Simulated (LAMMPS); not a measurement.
MD of Co (hcp) at zero pressure, 900 atoms, as a crystal; each row is its own run.

Level of theory: classical MD, pair style meam, file MoCoNiVFeAlCr_2nn.meam (LAMMPS).

| T (K) | enthalpy (eV/atom) |
|---|---|
| 200 | -4.3573 |
| 800 | -4.1975 |
| 1060 | -4.1254 |
| 1330 | -4.0478 |
| 1590 | -3.9689 |

**Question.** Fit a straight line, y = a + b x, to these rows (x is the first column, y the second) and predict the run at x = 300.

**Answer.** Least squares gives a = -4.4167 and b = 0.0002785. At x = 300 the fit predicts -4.3332 eV/atom. The run itself gave -4.3309 ± 0.0001 eV/atom, so the fit is 2.3 meV/atom low.

Caution (rows 800; 1060; 1330; 1590): in nature this polymorph isn't the stable one over the whole range of temperature at this pressure, and short runs keep a crystal in its starting form.
